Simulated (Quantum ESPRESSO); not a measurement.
## Effort and miss along a sweep of K_POINTS: Mo3Se2S4 (P3m1, 9 atoms in the cell)

Cell: a = 3.2265 Å, b = 3.2265 Å, c = 28.5032 Å, α = 90.00°, β = 90.00°, γ = 120.00°.

Method: PBEsol, GBRV 1.5 ultrasoft (PBESOL) pseudopotentials (plane waves; Quantum ESPRESSO).

Base settings: ecutwfc = 40 Ry; ecutrho = 320 Ry; occupations = fixed; potentials = {Mo: mo_pbesol_v1.uspp.F.UPF, Se: se_pbesol_v1.uspp.F.UPF, S: s_pbesol_v1.4.uspp.F.UPF}; K_POINTS = automatic 5 5 1 0 0 0; nbnd = 41; conv_thr = 1e-10 Ry; mixing_beta = 0.7.

Misses are taken against the tightest run, automatic 11 11 2 0 0 0, which need not be fully converged itself. The energy is the free energy per atom.

The count of work is k-points × plane waves × bands × iterations; it is no time, and leaves out set-up, grids and terms that scale otherwise. Core times come from one kind of shared machine and are given to one figure; runs under 30 s give none.

The starting cell comes from a database of computed structures (which also holds hypothetical and non-ambient phases and stackings), without a prior relaxation at this level.

The runs (K_POINTS): automatic 1 1 1 0 0 0 | automatic 2 2 1 0 0 0 | automatic 3 3 1 0 0 0 | automatic 4 4 1 0 0 0 | automatic 5 5 1 0 0 0 | automatic 7 7 1 0 0 0 | automatic 8 8 1 0 0 0 | automatic 11 11 2 0 0 0.

Task: Which is the coarsest setting among those run that, with all tighter ones, holds the energy within 5 meV/atom of the reference, and what does it save?

Result: automatic 5 5 1 0 0 0, off by 0.42 meV/atom; it needs 0.15 of the reference's count of work and about 0.4 of the reference's time.

| K_POINTS | energy less reference (meV/atom) | pressure less reference (GPa) | largest difference in the force on any atom (eV/Å) | count of work / reference | core time / reference (rough) |
|---|---|---|---|---|---|
| automatic 1 1 1 0 0 0 | 2802.57 | 9.92 | 3.677 | 0.063 | 0.6 |
| automatic 2 2 1 0 0 0 | 280.97 | 1.30 | 0.500 | 0.052 | 0.3 |
| automatic 3 3 1 0 0 0 | -12.34 | -0.22 | 0.242 | 0.090 | 0.3 |
| automatic 4 4 1 0 0 0 | -18.69 | -0.22 | 0.045 | 0.11 | 0.4 |
| automatic 5 5 1 0 0 0 | 0.42 | 0.02 | 0.005 | 0.15 | 0.4 |
| automatic 7 7 1 0 0 0 | -0.08 | 0.00 | 0.001 | 0.26 | 0.6 |
| automatic 8 8 1 0 0 0 | 0.09 | 0.00 | 0.000 | 0.33 | 0.6 |
| automatic 11 11 2 0 0 0 | 0.00 | 0.00 | 0.000 | 1.0 | 1 |
